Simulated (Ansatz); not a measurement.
Cell and atoms of amorphous In24O37Ca:

```xyz
62
Lattice="9.6124 -0.1572 -0.0301 -0.1572 10.0068 -0.0525 -0.0301 -0.0525 9.1448" Properties=species:S:1:pos:R:3 pbc="T T T"
In     6.2586     3.8049     3.4790
In     3.2104     2.7883     4.7774
In     0.5494     9.8500     4.3908
In     2.9405     0.8882     7.5908
In     7.6300     4.9420     7.3038
In     6.2940     9.0032     7.2835
In     1.4516     6.2869     5.5666
In     6.8898     0.3692     3.8646
In     5.9243     7.5051     1.7530
In     5.8532     2.3642     6.5565
In     5.1819     0.9890     0.9173
In     8.9151     1.2237     7.0176
In     4.7292     6.0344     5.8364
In     1.7979     2.5600     1.2394
In     1.6050     4.2160     7.8800
In     5.0414     4.6288     0.1487
In     3.5737     8.8996     4.4599
In    -0.0379     7.8590     7.9088
In     8.2528     2.2963     0.9442
In     8.7547     5.5427     1.5718
In     8.1736     7.0546     4.5120
In     9.5164     3.5102     4.3308
In     1.1624     9.3939     1.1952
In     3.6000     7.6068     8.4617
O      2.9579     4.1238     0.4073
O      2.9114     5.9988     7.2622
O      7.1002     5.6976     0.1676
O      7.0314     0.7660     1.7818
O      0.1562     5.8641     3.7498
O      8.3117     9.3619     7.9578
O      1.4945     4.1406     5.7246
O      6.8909     6.8556     6.1852
O      2.6642     0.4813     5.4195
O      3.6897     2.7293     6.7725
O      8.2961     8.9420     3.6316
O      5.4134     8.6770     0.1113
O      0.0259     5.8062     7.3314
O      4.1913     6.4380     1.0724
O      5.5267     4.5426     7.2411
O      4.4716     4.6292     4.1989
O      1.1348     2.0055     8.0070
O      1.9130     8.8878     8.3191
O      5.1301     0.8125     7.9400
O      5.2485     8.9315     3.2408
O      7.0125     6.1804     2.9220
O      4.4816     8.1827     6.4919
O      1.9076     8.9989     3.0648
O      3.1039     0.9020     0.8098
O      7.6560     2.6302     8.0253
O      0.2081     4.0795     0.5873
O      3.1510     6.8417     4.4518
O      7.0321     0.5458     5.9802
O      1.9399     3.3206     3.2093
O      0.2800     1.1620     1.6559
O      9.4684     1.4812     5.0006
O      0.3129     8.0928     5.7498
O      7.5723     3.8627     5.3869
O      5.6332     3.1150     1.4317
O      5.3720     1.9933     4.3595
O      8.1882     3.5556     2.6549
O      0.1755     7.4913     0.8481
Ca     2.7629     5.4748     2.6240
```

All values below come from PBE, scalar-relativistic without spin-orbit coupling (plane waves to 420 eV, PAW; Ansatz, a quantum-chemistry and plane-wave program).

It comes from a melt-quench run on a machine-learned potential (CHGNet), relaxed afterwards by DFT. O atoms were pushed apart under 1.9 Å during the dynamics, to hinder bonds among them. The hot cell started wider than the set density and was brought back towards it in steps. It is the lowest in DFT energy of 2 quenches. It is a model cell: composition and starting density were chosen by hand, and all elements were melted together. No dispersion term was used. Its density started from a set value of 6.40 and ended at 6.40 g/cm³. Cooling (nominally 330 K/ps over its main leg) ran many orders faster than in experiment, which tends to leave more defects and strain. Values belong to this one cell and scatter from quench to quench. The volume was held where the preparation left it and the shape relaxed, at a PBE pressure of -0.2 GPa (tension).

Cut-offs for bonds: In-In 3.12 Å, In-O 2.86 Å, In-Ca 3.50 Å, O-O 1.58 Å, O-Ca 2.90 Å, Ca-Ca 3.87 Å. Two cations that share two anions don't count as bonded, nor two that share one unless they lie closer than In-In 3.04 Å, In-Ca 3.40 Å, Ca-Ca 3.77 Å.

### Question
Give the coordination numbers, mean bond lengths and angles.

### Answer

* **Mean coordination of In by anions**: 5.62 (11 with 5, 11 with 6, 2 with 7)
* **Mean coordination of O**: 3.81 (8 with 3, 28 with 4, 1 with 5)
* **Mean coordination of Ca by anions**: 6.00 (1 with 6)
* **Mean In-O bond**: 2.225 Å (spread 0.134 Å, 135 counted)
* **Mean O-Ca bond**: 2.492 Å (spread 0.194 Å, 6 counted)
* **Bond angle at In**: mean 104.4°, spread 28.9°
* **Bond angle at O**: mean 109.7°, spread 16.6°
* **Bond angle at Ca**: mean 102.1°, spread 29.2°

### Question
List the pairs of like atoms that count as bonded by the rules above.

### Answer
There are none by these rules.
